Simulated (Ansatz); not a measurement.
The (113) surface of germanium, 1 pair of surface atoms bonded, one H, on a paired Ge at depth 0.0 Å (bottom of the slab: built like the top, H on every dangling bond, free)

Level of theory: PBE (plane waves to 420 eV, PAW; Ansatz, a quantum-chemistry and plane-wave program).

Model: 33-atom slab, 13.8 Å thick at the start with caps and adatoms (thin: gaps and levels are the slab's own), 4x4x1 mesh, Fermi-Dirac 0.025 eV, dipole correction, 4 atoms held, the rest relaxed; no symmetry held; spin-polarised, ending with about 0.9 μB a cell, a value that depends on the mesh; orders that need a larger cell were not tried, no spin-orbit, no U. The slab shows no gap over 0.04 eV on its mesh. In PBE it is, or lies within 0.01 eV a 1x1 cell of, the lowest of the 2 structures of its composition computed so far; larger cells were not tried.

- work function of the top face = 4.66 eV
- energy released by relaxation = 1.11 eV
- cost = about 2.5 core-hours (a rough figure)
